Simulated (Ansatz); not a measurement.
Gd on the Hf site + O vacancy in monoclinic HfO2 (the name describes the start): one set of geometries, relaxed with PBE, evaluated in Ansatz (PAW, plane waves to 420 eV, 500 eV under r2SCAN) with PBE, r2SCAN.

Cell and caveats: 96-site cell; 2×2×2 shifted k-points; start: the Hf site; O(1) 2.15 Å away; charged states image-corrected; no spin–orbit coupling; no Hubbard U; energies good to tenths of an eV; relaxed from one start, so a lower configuration may exist; flagged in the runs: a host whose relaxation on this sampling wasn't shown to rest, a strain field that reaches the edge of the cell.

| quantity | PBE | r2SCAN |
|---|---|---|
| host gap (eV) | 4.04 | 4.54 |
| ε(+1/0) above the VBM (eV) | 2.87 | 3.15 |
| largest moment on one atom at charge +1 (μB) | 6.74 | 6.81 |
| neutral formation energy against hcp Gd, ferromagnetic, hcp Hf, O2 molecule in a box (eV) | 5.94 | 6.46 |
| largest moment on one atom at charge 0 (μB) | 6.68 | 6.77 |

PBE narrows the gap by 0.50 eV against r2SCAN, the highest level run, and puts the level shown 0.28 eV lower above the valence-band maximum (from the rounded values).

Ansatz is an electronic-structure program.
